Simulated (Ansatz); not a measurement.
Base system: ZnS in the wurtzite structure (space group P6_3mc, No. 186; a = 3.845 Å, c = 6.306 Å). Axes: x lies along a and z along c of the hexagonal cell.

One thing is altered: biaxial strain −1.34 %, plane normal [001], relaxed out of plane (Cartesian); in-plane vectors clamped, the third vector and the atoms free.

Levels (all Ansatz, an electronic-structure program, PAW): PBE (420 eV, no spin-orbit coupling); r2SCAN (500 eV, spin-orbit coupling left out); HSE06 (420 eV, no SOC); PBE+SOC (420 eV, spin-orbit coupling included).

One geometry, relaxed with PBE, under each level:

The valence-band top lists the three highest levels at Γ (Kramers pairs under SOC), from the VBM.

| level | band gap | lowest conduction level above the VBM at special points | valence-band top at Γ | electron mass | hole mass | pressure |
|---|---|---|---|---|---|---|
| PBE | 2.09 eV | Γ 2.09 eV; L 3.45 eV; A 3.59 eV; M 3.74 eV | 0.00, 0.00, -0.19 eV | 0.15 mₑ out of plane, 0.19 mₑ in plane (at Γ) | – | 1.35 GPa |
| r2SCAN | ___ | ___ | – | ___ | – | ___ |
| HSE06 | 3.31 eV | Γ 3.31 eV; L 4.59 eV; A 4.87 eV | – | – | – | – |
| PBE+SOC | 2.07 eV | Γ 2.07 eV; L 3.43 eV; A 3.57 eV; M 3.71 eV | 0.00, -0.04, -0.21 eV | 0.15 mₑ out of plane, 0.19 mₑ in plane (at Γ) | 1.7 mₑ out of plane, 0.32 mₑ in plane (at Γ) | 1.33 GPa |

Task: Give the withheld r2SCAN results.

Result: 
- r2SCAN, band gap: 2.65 eV
- r2SCAN, lowest conduction level above the VBM at special points: Γ 2.65 eV; L 3.86 eV; A 4.14 eV; M 4.12 eV
- r2SCAN, electron mass: 0.17 mₑ out of plane, 0.21 mₑ in plane (at Γ)
- r2SCAN, pressure: -0.87 GPa

Single points use the geometry relaxed with PBE. Their cutoffs differ, which shifts pressures a little. The spin-orbit shifts are approximate. Masses are band curvatures over ±0.01 Å⁻¹ around the edge. Stability against distortions was not tested.
